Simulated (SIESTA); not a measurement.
Input and output of a self-consistent single point for Nb₆AlGe (Pm-3, 8 atoms in the cell) (SIESTA).

Computed with GGA PBEsol, numerical atomic orbitals DZP, PseudoDojo PBEsol standard norm-conserving potentials (rewritten from UPF to PSML) run with SIESTA 5.4.2.

```yaml
crystal:
  lattice:
    - [5.21768, 0.00000, 0.00000]
    - [0.00000, 5.21768, 0.00000]
    - [0.00000, 0.00000, 5.21768]
  atoms:
    - { symbol: Al, position: [0.50000, 0.50000, 0.50000] }
    - { symbol: Nb, position: [0.00000, 0.50000, 0.74995] }
    - { symbol: Nb, position: [0.00000, 0.50000, 0.25005] }
    - { symbol: Nb, position: [0.74995, 0.00000, 0.50000] }
    - { symbol: Nb, position: [0.25005, 0.00000, 0.50000] }
    - { symbol: Nb, position: [0.50000, 0.74995, 0.00000] }
    - { symbol: Nb, position: [0.50000, 0.25005, 0.00000] }
    - { symbol: Ge, position: [0.00000, 0.00000, 0.00000] }
```

Reference input (self-consistent single point, DFT, LDA PW92, numerical atomic orbitals DZP, PseudoDojo LDA standard norm-conserving potentials (rewritten from UPF to PSML)): XC.functional = LDA; XC.authors = PW92; potentials = PseudoDojo LDA standard; PAO.BasisSize = DZP; PAO.EnergyShift = 0.01 Ry; MeshCutoff = 300 Ry; kgrid.MonkhorstPack = 5 5 5; OccupationFunction = FD; ElectronicTemperature = 100 meV; MaxSCFIterations = 150; SCF.Mixer.Method = Broyden; SCF.Mixer.Weight = 0.1. This run's input differs from it in these lines:

```diff
@@ -1,2 +1,2 @@
-# files in the folder: Al.psml Nb.psml Ge.psml (PseudoDojo LDA standard)
+# files in the folder: Al.psml Nb.psml Ge.psml (PseudoDojo PBEsol standard)
 SystemName  Nb6AlGe
@@ -29,4 +29,4 @@
 
-XC.functional                LDA
-XC.authors                   PW92
+XC.functional                GGA
+XC.authors                   PBEsol
 PAO.BasisSize                DZP
```

Log, with long lists cut:

```
        iscf     Eharris(eV)        E_KS(eV)     FreeEng(eV)     dDmax    Ef(eV) dHmax(eV)
   scf:    1   -12591.328561   -12638.292307   -12638.606070  1.372179 -3.191615  7.757263
   scf:    2   -12648.241874   -12643.517847   -12643.854459  0.132859 -3.434495  6.046348
   scf:    3   -12652.780786   -12650.088357   -12650.446172  0.235941 -4.150821  1.931923
   scf:    4   -12650.521064   -12650.320046   -12650.679583  0.035065 -4.222194  1.639666
   scf:    5   -12650.474970   -12650.437666   -12650.797494  0.060265 -4.359615  0.564849
   [... 4 lines left out ...]
   scf:   10   -12650.462849   -12650.462975   -12650.822725  0.000359 -4.341295  0.001750
   scf:   11   -12650.462849   -12650.462912   -12650.822727  0.000179 -4.341783  0.000423
   scf:   12   -12650.462908   -12650.462910   -12650.822727  0.000012 -4.341818  0.000543
   scf:   13   -12650.462913   -12650.462912   -12650.822727  0.000005 -4.341825  0.000524
SCF Convergence by DM+H criterion
max |DM_out - DM_in|         :     0.0000049983
max |H_out - H_in|      (eV) :     0.0005236794
SCF cycle converged after 13 iterations

Using DM_out to compute the final energy and forces

siesta: E_KS(eV) =           -12650.4629

siesta: E_KS - E_eggbox =    -12650.4629

siesta: Atomic forces (eV/Ang):
     1    0.000000    0.000000    0.000000
     2   -0.000000    0.000000   -0.055390
     3   -0.000000    0.000000    0.055390
     4   -0.055390   -0.000000   -0.000000
     5    0.055390   -0.000000   -0.000000
     6    0.000000   -0.055389   -0.000000
     7    0.000000    0.055389    0.000000
     8   -0.000000   -0.000000    0.000000
   Tot   -0.000000   -0.000000   -0.000000
   Max    0.055390
   Res    0.027695    sqrt( Sum f_i^2 / 3N )
   Max    0.055390    constrained

   [... lines left out ...]
siesta: FreeEng =    -12650.822727
   [... lines left out ...]
siesta:     0.053456    0.000000   -0.000000
siesta:     0.000000    0.053456   -0.000000
siesta:    -0.000000   -0.000000    0.053456

siesta: Cell volume =        142.047165 Ang**3

siesta: Pressure (static):
siesta:                Solid            Molecule  Units
siesta:          -0.00058221         -0.00057113  Ry/Bohr**3
siesta:          -0.05345570         -0.05243862  eV/Ang**3
siesta:         -85.64547852        -84.01593353  kBar
```

The run converged in 13 iterations. Against the reference run the pressure goes from -12.00 to -8.56 GPa and the largest force stays at 0.055 eV/Å.

The starting cell comes from a database of computed structures (which also holds hypothetical and non-ambient phases and stackings), without a prior relaxation at this level. Its lattice was rescaled by a random factor within 2.5 % of one. Spin polarisation is off. Values carry the incompleteness of an atom-centred basis. With a pressure of about -9 GPa the cell is away from its equilibrium volume at this level.

Cost on one core of a shared machine: roughly 2 min.
